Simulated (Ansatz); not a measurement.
Input:

```
ZnO
1.0
    3.13306     0.00000     0.00000
   -1.56653     2.71331     0.00000
    0.00000     0.00000     5.05795
Zn O
2 2
Direct
  0.33333   0.66667   0.00161
  0.66667   0.33333   0.50161
  0.33333   0.66667   0.38039
  0.66667   0.33333   0.88039
```

No spin polarisation.

Computed with Kohn–Sham DFT with the PBEsol functional, run in Ansatz (an electronic-structure program) with PAW and 420 eV plane waves, scalar-relativistic without spin-orbit coupling. k-mesh 12×12×7 (Γ-centred); smearing 0.05 eV (Fermi–Dirac).

Task: What pressure (mean of the normal stresses, compression positive) does the calculation give?

Result: 16.22 GPa.

Task: Predict the width of the top valence band.

Result: 2.05 eV.

Task: What space group does the calculation give?

Result: P6_3mc (No. 186).

The levels and masses belong to the bands next to the band gap. The cells carry an imposed strain or load. Stability against distortions was not tested. The cell was made from ZnO in the wurtzite structure (space group P6_3mc, No. 186) by this change: isotropic strain −3.00 %.
